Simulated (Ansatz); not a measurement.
Consider MgTe in the wurtzite structure (space group P6_3mc, No. 186; a = 4.609 Å, c = 7.501 Å).

Computed with PBE (Ansatz, a program for electronic structure), scalar-relativistic without spin-orbit coupling, earlier PAW set.

For the base:

- Pressure = -0.1 kbar

One thing is altered: every lattice vector is stretched by 4.06 %, atoms relaxed at fixed cell.

Task: Predict the new pressure.

Result: The pressure (mean of the normal stresses, compression positive) falls by 31.48 kbar (-0.1 kbar → -31.5 kbar).

Task: How does this affect the energy relative to the base?

Result: The energy rises by 48 meV/atom.

The cells carry an imposed strain or load. Whether these cells are dynamically stable was not tested.
